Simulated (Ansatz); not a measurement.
**Cu2SiSe3 (space group Cc, No. 9; a cell from a computed database, its experimental status unchecked)**

```yaml
crystal:
  lattice:
    - [3.31642, -5.81335, 0.00000]
    - [3.31642, 5.81335, 0.00000]
    - [-2.13926, 0.00000, 6.30452]
  atoms:
    - { symbol: Si, position: [0.11432, 0.94341, 0.52399] }
    - { symbol: Si, position: [0.94341, 0.11432, 0.02399] }
    - { symbol: Cu, position: [0.76868, 0.25685, 0.50305] }
    - { symbol: Cu, position: [0.25685, 0.76868, 0.00305] }
    - { symbol: Cu, position: [0.41691, 0.58827, 0.49982] }
    - { symbol: Cu, position: [0.58827, 0.41691, 0.99982] }
    - { symbol: Se, position: [0.30448, 0.47563, 0.12388] }
    - { symbol: Se, position: [0.47563, 0.30448, 0.62388] }
    - { symbol: Se, position: [0.13474, 0.64567, 0.62857] }
    - { symbol: Se, position: [0.64567, 0.13474, 0.12857] }
    - { symbol: Se, position: [0.96733, 0.80790, 0.14218] }
    - { symbol: Se, position: [0.80790, 0.96733, 0.64218] }
```

Calculations: Ansatz (a program for electronic structure), PBEsol, PAW, cutoff 420 eV, no SOC. k-mesh 5×5×4 (Γ-centred); smearing 0.05 eV (Fermi–Dirac).

| Quantity | Value |
|---|---|
| Volume per atom | 20.26 Å³ |
| Density | 5.36 g/cm³ |
| Band gap | 0.30 eV (uncertain: the edges found on the path are not clean extrema) |
| Total energy | -5012.217 eV/atom (σ→0; compares only within this code and set-up) |

Whether these cells are dynamically stable was not tested. The final runs are not spin-polarised. The zero or small gap of Cu2SiSe3 can change with the level of theory.
